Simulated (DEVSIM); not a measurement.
System: Ni/SiO2/p-Si capacitor, at 300 K.

```
layer (left to right)  material  thickness (nm)  Na (cm⁻³)
---------------------  --------  --------------  ---------
1                          SiO2            13.0          -
2                            Si           11000     2.8e15
```

Metal gate on the left, work function 5.1 eV. Fixed charge at the semiconductor interface -7.1e11 cm⁻² (in units of +e); no interface traps.

The device is made up for the run: typed textbook-type constants, with dimensions and the other settings drawn at random. Values at 300 K.

```csv
parameter,SiO2,Si
gap (eV),9,1.124
affinity (eV),0.9,4.05
permittivity,3.9,11.7
Nc (cm⁻³),-,2.86e19
Nv (cm⁻³),-,3.1e19
```

DEVSIM, 1D Poisson equation in equilibrium, Boltzmann statistics, complete ionisation; no quantum confinement or tunnelling. Metal contacts follow the ideal Schottky-Mott rule: no Fermi-level pinning, no interface dipoles.

Question: Give the band bending (positive: bands bend down) and minority sheet density.

Answer: 
| Vg (V) | ψs (V) | minority carriers (cm⁻²) |
|---|---|---|
| -1.2 | -0.229 | < 1e8 |
| -0.9 | -0.219 | < 1e8 |
| -0.6 | -0.206 | < 1e8 |
| -0.3 | -0.188 | < 1e8 |
| 0 | -0.163 | < 1e8 |
| 0.3 | -0.118 | < 1e8 |
| 0.6 | 0.004 | < 1e8 |
| 0.9 | 0.251 | < 1e8 |
| 1.2 | 0.524 | < 1e8 |
| 1.5 | 0.745 | 1.1e11 |
| 1.8 | 0.802 | 5.1e11 |
| 2.1 | 0.830 | 9.6e11 |
| 2.4 | 0.848 | 1.4e12 |
| 2.7 | 0.862 | 1.9e12 |
| 3 | 0.872 | 2.4e12 |
| 3.3 | 0.881 | 2.9e12 |
